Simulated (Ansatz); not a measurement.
**Effect of uniaxial stress, 0.5 GPa compression along z on WSi2**

The parent structure is WSi2 (space group I4/mmm, No. 139; a = 3.229 Å, c = 7.870 Å; relaxed with 0.1 eV smearing). Axes: x, y, z lie along a, b, c of the conventional cell.

Modification: uniaxial stress, 0.5 GPa compression along z, with the cell and atoms free to relax against it.

Computed with plane-wave PAW DFT at the PBE level (Ansatz, an electronic-structure program, 420 eV), no SOC, earlier PAW set. Settings: 25×25×25 k-points, 0.1 eV Fermi–Dirac smearing.

```json
[
 {"quantity": "volume per atom", "base": "13.68 Å³", "changed": "13.67 Å³", "shift": "-0.01 Å³"},
 {"quantity": "space group", "base": "I4/mmm (No. 139)", "changed": "I4/mmm (No. 139)", "shift": "–"},
 {"quantity": "energy relative to the base (free energy F)", "base": "0 meV/atom", "changed": "0.0 meV/atom", "shift": "0.0 meV/atom"},
 {"quantity": "band gap", "base": "zero", "changed": "zero", "shift": "–"},
 {"quantity": "strain response (xx, yy, zz)", "base": "–", "changed": "(+0.02, +0.02, −0.10) %", "shift": "–"}
]
```

Final structure:

```
WSi2
1.0
   -1.61488     1.61488     3.93105
    1.61488    -1.61488     3.93105
    1.61488     1.61488    -3.93105
W Si
1 2
Direct
  0.00000   0.00000   0.00000
  0.33450   0.33450   0.00000
  0.66550   0.66550   0.00000
```

Beyond what the load breaks, stability against distortions was not tested. All final runs are without spin polarisation.
